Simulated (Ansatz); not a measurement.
Cubic perovskite SrVO3, treated with PBE in Ansatz (plane waves, PAW).

Excerpt of the program's output:

```
Crystal: 5 atoms, lattice volume = 56.535 Å³
Basis set: ecut = 520 eV, 1503 PW (Γ), exchange–correlation on 60×60×60 points (8 copies of the dense FFT grid, shifted against one another)
Bands: 26, of which v1, the nominal top of the filled ones, is band 21 counted from 1 (20 counted from 0)
Symmetry: 48 space group operations
Space group: Pm-3m (ITA 221), of the structure as read, at distance tolerance 3.8e-5 Å
k-points: 120 of 2744
Functional: x = pbe(κ = 0.804, μ = 0.2195149727645171), c = pbe(β = 0.06672455060314922)
SCF iter   1: F=—  HF=-8165.264079 eV  |F-HF|=—  |Δ(HF+E_count)|=         —  Δρ=3.17e-3  dr2=4.09e-3
SCF iter   2: F=—  HF=-8165.268061 eV  |F-HF|=—  |Δ(HF+E_count)|=   3.98e-3  Δρ=1.82e-3  dr2=1.52e-3
  ...
SCF iter   8: F=—  HF=-8165.268031 eV  |F-HF|=—  |Δ(HF+E_count)|=  2.85e-10  Δρ=9.43e-7  dr2=1.14e-9
SCF iter   9: F=-8165.268031 eV  HF=-8165.268031 eV  |F-HF|=1.78e-10  |Δ(HF+E_count)|=  2.67e-10  Δρ=4.10e-7  dr2=2.21e-10
SCF 1 converged in 9 iterations: F = -8165.268031 eV  dr2 = 2.21e-10
SCF converged after 9 iterations
Free energy (F): -8165.268031 eV
Internal energy: -8165.251246 eV  (E = F + TS)
E sigma→0 (E₀):  -8165.259639 eV
Fermi energy:    12.587990 eV
--- Forces (eV/Å), atoms counted from 1 ---
  atom   1  Sr    -0.00000000    -0.00000000     0.00000000
  atom   2  V      0.00000000    -0.00000000     0.00000000
  atom   3  O      0.00000000    -0.00000000     0.00000000
  atom   4  O      0.00000000    -0.00000000     0.00000000
  atom   5  O      0.00000000    -0.00000000    -0.00000000
--- Stress (GPa, compression-positive) ---
        2.906521      -0.000000      -0.000000
        0.000000       2.906521       0.000000
       -0.000000       0.000000       2.906521
  P = ⅓ Tr σ = 2.9065 GPa (29.065 kbar)
```

Q: Write an input file that produces this run.

A: One answer among several that fit: 
Ansatz 0.2 input:
```yaml
crystal:
  lattice:
    - [3.838, 0.0, 0.0]
    - [0.0, 3.838, 0.0]
    - [0.0, 0.0, 3.838]
  atoms:
    - { symbol: Sr, position: [0.0, 0.0, 0.0] }
    - { symbol: V, position: [0.5, 0.5, 0.5] }
    - { symbol: O, position: [0.5, 0.0, 0.5] }
    - { symbol: O, position: [0.0, 0.5, 0.5] }
    - { symbol: O, position: [0.5, 0.5, 0.0] }
basis:
  ecutwfc: 520
  ecutrho_ratio: 4
  xc_grid: 2
kpoints:
  mp_grid: { grid: [14, 14, 14] }
hamiltonian:
  xc: pbe
  dispersion: none
  pseudopotentials: { kind: paw }
scf:
  occupations: { method: fermi_dirac, width: 0.05 }
  convergence: { dr2_threshold: 0.0000000005 }
output:
  forces: true
  stress: true
  eigenvalues: true
```

Note: cell and atoms aren't relaxed at this level (pressure 2.9 GPa).

Cost on a shared machine: roughly 9 core-seconds.

Ansatz is a first-principles code.
